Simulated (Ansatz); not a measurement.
**Effective masses and thermopower of BP (F-43m)**

Data:

```xyz
2
Lattice="0.0000 2.2601 2.2601 2.2601 0.0000 2.2601 2.2601 2.2601 0.0000" Properties=species:S:1:pos:R:3 pbc="T T T"
B      0.0000     0.0000     0.0000
P      1.1300     1.1300     1.1300
```

Method: PBEsol with spin-orbit coupling, rigid bands (plane waves, PAW; Ansatz, an electronic-structure program). Geometry: cell and atoms relaxed with PBEsol.

| Item | Value |
|---|---|
| band gap | 1.10 eV |
| electron conductivity mass (300 K, dilute) | 0.33 mₑ |
| hole conductivity mass (300 K, dilute) | 0.42 mₑ |
| effective density of states N_c (300 K) | 4.1e19 cm⁻³ |
| effective density of states N_v (300 K) | 2.5e19 cm⁻³ |
| density-of-states mass, electrons | 1.38 mₑ |
| density-of-states mass, holes | 1.00 mₑ |
| Seebeck coefficient, n-type 1e19 cm⁻³, 300 K | -336 μV/K |
| best n-type power factor at 300 K for τ = 10 fs (best axis; densities from 1e16 to 1e21 cm⁻³ tried, whether or not they can be reached) | 19.6 μW/(cm·K²) at 1e20 cm⁻³ |
| Seebeck coefficient, p-type 1e19 cm⁻³, 300 K | 326 μV/K |
| best p-type power factor at 300 K for τ = 10 fs (best axis; densities from 1e16 to 1e21 cm⁻³ tried, whether or not they can be reached) | 14.9 μW/(cm·K²) at 1e20 cm⁻³ |

Rigid bands; masses and Seebeck coefficients take one relaxation time τ for all states and one kind of carrier; polarons and phonon drag are left out.
